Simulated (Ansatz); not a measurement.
Data:

```yaml
crystal:
  lattice:
    - [0.00000, 3.08453, 3.08453]
    - [3.08453, 0.00000, 3.08453]
    - [3.08453, 3.08453, 0.00000]
  atoms:
    - { symbol: S, position: [0.75000, 0.75000, 0.75000] }
    - { symbol: Cd, position: [0.00000, 0.00000, 0.00000] }
```

No spin polarisation.

Method: PBEsol in Ansatz (plane waves to 420 eV, PAW, scalar-relativistic without spin-orbit coupling), earlier PAW set. Γ-centred 10×10×10 mesh, Fermi–Dirac width 0.05 eV.

Problem. What pressure does the calculation give?

Solution. -7.11 GPa.

Problem. Predict the hole mass (degenerate bands, along [100]).

Solution. 0.087, 0.96, 0.96 mₑ (at Γ).

The levels and masses belong to the bands next to the band gap. The cells carry an imposed strain or load. Masses are band curvatures over ±0.01 Å⁻¹ around the edge. No phonon test of stability was made. The cell was made from CdS in the zinc blende structure (space group F-43m, No. 216) by this change: isotropic strain +5.91 %.

Ansatz is a program for electronic structure.
